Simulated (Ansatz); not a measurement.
Electronic density of states of amorphous Ti16Si32, density 3.76 g/cm³, on a 2×2×2 Γ-centred mesh with a Gaussian width of 0.1 eV; energies count from the Fermi level. Cell and mesh are small, so fine structure isn't converged. All values below come from PBE, scalar-relativistic without spin-orbit coupling (plane waves to 420 eV, PAW; Ansatz, a program for electronic structure). Sampling: a 2×2×2 Γ-centred mesh; Fermi-Dirac width 0.1 eV; no spin polarisation.

Preparation: random packing, a CHGNet melt and quench, and a DFT relaxation. The hot cell started wider than the set density and was brought back towards it in steps. It is the lowest in DFT energy of 2 quenches. It is a model cell: composition and starting density were chosen by hand, and all elements were melted together. No dispersion term was used. Its density started from a set value of 3.69 and ended at 3.76 g/cm³. The simulated quench (nominally 240 K/ps over its main leg) is rapid and tends to freeze in more defects than a deposited or slowly cooled glass has. A cell of this size samples the disorder only roughly. The volume was free in the relaxation, at fixed shape. Stress components on the final sampling reach 1.9 GPa. On a 2×2×2 Γ-centred mesh force components of up to 0.37 eV/Å stay, since the relaxation ran on one k-point at (1/4, 1/4, 1/4).

(E - EF (eV), states/(eV atom)): (-12.00, 0.15); (-11.90, 0.11); (-11.80, 0.09); (-11.70, 0.14); (-11.60, 0.13); (-11.50, 0.11); (-11.40, 0.14); (-11.30, 0.12); (-11.20, 0.10); (-11.10, 0.11); (-11.00, 0.14); (-10.90, 0.19); (-10.80, 0.20); (-10.70, 0.21); (-10.60, 0.17); (-10.50, 0.18); (-10.40, 0.23); (-10.30, 0.17); (-10.20, 0.21); (-10.10, 0.23); (-10.00, 0.15); (-9.90, 0.16); (-9.80, 0.17); (-9.70, 0.15); (-9.60, 0.15); (-9.50, 0.16); (-9.40, 0.17); (-9.30, 0.18); (-9.20, 0.18); (-9.10, 0.17); (-9.00, 0.22); (-8.90, 0.23); (-8.80, 0.23); (-8.70, 0.26); (-8.60, 0.33); (-8.50, 0.31); (-8.40, 0.25); (-8.30, 0.20); (-8.20, 0.20); (-8.10, 0.22); (-8.00, 0.17); (-7.90, 0.16); (-7.80, 0.20); (-7.70, 0.17); (-7.60, 0.17); (-7.50, 0.24); (-7.40, 0.26); (-7.30, 0.27); (-7.20, 0.27); (-7.10, 0.30); (-7.00, 0.25); (-6.90, 0.20); (-6.80, 0.22); (-6.70, 0.21); (-6.60, 0.19); (-6.50, 0.23); (-6.40, 0.22); (-6.30, 0.29); (-6.20, 0.25); (-6.10, 0.17); (-6.00, 0.16); (-5.90, 0.24); (-5.80, 0.24); (-5.70, 0.20); (-5.60, 0.18); (-5.50, 0.16); (-5.40, 0.23); (-5.30, 0.25); (-5.20, 0.25); (-5.10, 0.25); (-5.00, 0.26); (-4.90, 0.26); (-4.80, 0.35); (-4.70, 0.43); (-4.60, 0.46); (-4.50, 0.43); (-4.40, 0.38); (-4.30, 0.39); (-4.20, 0.40); (-4.10, 0.40); (-4.00, 0.43); (-3.90, 0.47); (-3.80, 0.47); (-3.70, 0.43); (-3.60, 0.42); (-3.50, 0.47); (-3.40, 0.49); (-3.30, 0.48); (-3.20, 0.47); (-3.10, 0.42); (-3.00, 0.49); (-2.90, 0.51); (-2.80, 0.50); (-2.70, 0.57); (-2.60, 0.61); (-2.50, 0.58); (-2.40, 0.52); (-2.30, 0.48); (-2.20, 0.51); (-2.10, 0.58); (-2.00, 0.60); (-1.90, 0.57); (-1.80, 0.55); (-1.70, 0.63); (-1.60, 0.67); (-1.50, 0.65); (-1.40, 0.62); (-1.30, 0.60); (-1.20, 0.61); (-1.10, 0.57); (-1.00, 0.53); (-0.90, 0.57); (-0.80, 0.59); (-0.70, 0.60); (-0.60, 0.61); (-0.50, 0.60); (-0.40, 0.62); (-0.30, 0.63); (-0.20, 0.55); (-0.10, 0.51); (0.00, 0.56); (0.10, 0.58); (0.20, 0.57); (0.30, 0.61); (0.40, 0.62); (0.50, 0.51); (0.60, 0.52); (0.70, 0.63); (0.80, 0.71); (0.90, 0.70); (1.00, 0.69); (1.10, 0.70); (1.20, 0.74); (1.30, 0.81); (1.40, 0.83)
